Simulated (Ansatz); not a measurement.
The starting structures come from a database of crystals and need not be the phases stable at ambient conditions.

## Evanescent states of ZnGeO$_{3}$ (R3c, not sure to be the ambient phase, 10 atoms a cell, 9.9 Å³ an atom, -10 GPa at this level) along the normal of (001)

All values below come from r2SCAN (plane waves, PAW; Ansatz, a first-principles code).

The gap is the functional's own, uncorrected, and κ follows it; spin-orbit coupling is left out. Mid-gap values are interpolated between the computed energies.

Energies count from the valence-band top; κ is the least over a 12×12 mesh across the current.

```csv
E (eV),κ (1/Å),where
0.06,0.162,Γ
0.17,0.171,Γ
0.28,0.177,Γ
0.39,0.182,Γ
0.49,0.185,Γ
0.60,0.187,Γ
0.71,0.188,Γ
0.82,0.187,Γ
0.94,0.184,Γ
1.04,0.181,Γ
1.16,0.175,Γ
1.26,0.168,Γ
1.38,0.159,Γ
1.49,0.147,Γ
1.59,0.132,Γ
1.71,0.113,Γ
1.81,0.087,Γ
1.93,0.041,Γ
```

How thick must the barrier be to attenuate the transmission by 10^6 when the electrodes' Fermi level lies at 0.94 eV, and what attenuation does that film give at 0.17 eV?

d = 6 ln 10 / (2 × 0.184) = 37.5 Å. At 0.17 eV it gives 6 × 0.171/0.184 = 5.6 decades.
